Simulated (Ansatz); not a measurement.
Levels about the gap of amorphous Al$_{32}$O$_{42}$ (74 atoms in a cell of 857 Å³, 2.98 g/cm³; zone centre alone, so wide bands show as single levels with stretches between that a denser mesh fills), at the geometry that PBE relaxed, where it gives 2.0 GPa on a denser mesh. The participation number counts the atoms over which a state spreads; weights are charges in smoothed Voronoi cells. The levels come from a single point, so bond lengths are those of that geometry. Method of the levels: PBE, scalar-relativistic without spin-orbit coupling (Ansatz, a first-principles code). Sampling: the zone centre alone; Fermi-Dirac width 0.1 eV; no spin polarisation. The usual formal charges leave 12 electrons over, so the level spacing at the Fermi energy parts defect or band states and needn't be the band gap. At PBE the levels at the filled edge of the gap are localised (band-tail or defect states), and the nearest spread-out levels lie 1.8 eV apart at the zone centre.

Preparation: random packing, a CHGNet melt and quench, and a DFT relaxation. O atoms were pushed apart under 1.9 Å during the dynamics, to hinder bonds among them. The hot cell started wider than the set density and was brought back towards it in steps. It is the lowest in DFT energy of 2 quenches. It is a model cell: composition and starting density were chosen by hand, and all elements were melted together. No dispersion term was used. Its density started from a set value of 3.15 and ended at 2.98 g/cm³. The quench (nominally 240 K/ps over its main leg) was far faster than any real one, so the model tends to hold more defects than a real film. A cell of this size samples the disorder only roughly. The volume was free in the relaxation, at fixed shape. Stress components on the final sampling reach 3.3 GPa. Cycles of charging lowered its energy after that relaxation.

| E - E(highest filled), eV | filling | participation number | largest on | weight O | weight Al |
|---|---|---|---|---|---|
| -3.04 | filled | 4.2 | O, 3 neighbours | 0.95 | 0.05 |
| -2.82 | filled | 5.0 | O, 3 neighbours | 0.94 | 0.06 |
| -2.24 | filled | 12.4 | Al, 4 neighbours | 0.37 | 0.63 |
| -1.61 | filled | 9.4 | Al, 2 neighbours | 0.33 | 0.67 |
| -0.80 | filled | 6.3 | Al, 3 neighbours | 0.24 | 0.76 |
| -0.61 | filled | 13.5 | Al, 3 neighbours | 0.28 | 0.72 |
| 0.00 | filled | 7.9 | Al, 3 neighbours | 0.26 | 0.74 |
| 1.14 | empty | 52.2 | Al, 4 neighbours | 0.49 | 0.51 |
| 2.06 | empty | 25.2 | Al, 4 neighbours | 0.42 | 0.58 |
| 2.10 | empty | 21.6 | Al, 4 neighbours | 0.41 | 0.59 |
| 2.35 | empty | 30.2 | Al, 2 neighbours | 0.45 | 0.55 |
| 2.43 | empty | 18.7 | Al, 3 neighbours | 0.40 | 0.60 |
| 2.71 | empty | 34.0 | Al, 4 neighbours | 0.47 | 0.53 |
| 2.95 | empty | 37.0 | Al, 4 neighbours | 0.52 | 0.48 |

Most localised among these is the filled level at -3.04 eV, on a O atom, which has 3 neighbours (Al 1.78 Å, Al 1.85 Å, Al 1.87 Å).
